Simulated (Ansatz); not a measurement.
The starting structures come from a database of crystals and need not be the phases stable at ambient conditions.

 Where the default PAW files enter, the runs use the earlier of Ansatz's two default sets.

**Evanescent states of CaSnO₃ (R-3, not sure to be the ambient phase, 10 atoms a cell, 13.5 Å³ an atom) along the normal of (101)**

Computed with PBEsol (plane waves, PAW; Ansatz, a program for electronic structure).

No gap correction and no spin-orbit coupling; mid-gap values are interpolated between computed energies.

Energies count from the valence-band top; κ is the least over a 6×6 mesh across the current.

| E (eV) | κ (1/Å) | where |
|---|---|---|
| 0.07 | 0.177 | off Γ |
| 0.23 | 0.228 | Γ |
| 0.38 | 0.245 | Γ |
| 0.53 | 0.258 | Γ |
| 0.68 | 0.268 | Γ |
| 0.82 | 0.275 | Γ |
| 0.97 | 0.280 | Γ |
| 1.12 | 0.282 | Γ |
| 1.27 | 0.283 | Γ |
| 1.43 | 0.282 | Γ |
| 1.57 | 0.278 | Γ |
| 1.73 | 0.273 | Γ |
| 1.88 | 0.266 | Γ |
| 2.02 | 0.256 | Γ |
| 2.17 | 0.243 | Γ |
| 2.33 | 0.228 | Γ |
| 2.48 | 0.209 | Γ |
| 2.62 | 0.184 | Γ |
| 2.77 | 0.152 | Γ |
| 2.92 | 0.106 | Γ |

### Question
How thick must the barrier be to attenuate the transmission by 10^4 when the electrodes' Fermi level lies at 1.73 eV, and what attenuation does that film give at 2.48 eV?

### Answer
d = 4 ln 10 / (2 × 0.273) = 16.9 Å. At 2.48 eV it gives 4 × 0.209/0.273 = 3.1 decades.
